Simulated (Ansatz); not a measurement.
Base system: KF in the rock salt structure (space group Fm-3m, No. 225; a = 5.307 Å). Axes: x, y, z lie along the cube axes.

All numbers come from PBEsol (Ansatz, a program for electronic structure, PAW, no spin-orbit coupling).

Before the change:

- Shortest interatomic distance = 5.014 bohr
- Band gap = 6.15 eV

Modification: tensile biaxial strain of 0.50 % in the plane normal to [001], as in epitaxy on a mismatched substrate; the out-of-plane cell vector and the atoms relax.

Q: What does the calculation give for the shortest interatomic distance, band gap and in-plane stress after the change?

A: The shortest interatomic distance shrinks by 0.0116 bohr to 5.003 bohr; the band gap shrinks by 0.05 eV, from 6.15 eV to 6.10 eV; the mean in-plane stress (compression positive) amounts to -0.4 GPa.

Whether these cells are dynamically stable was not tested.
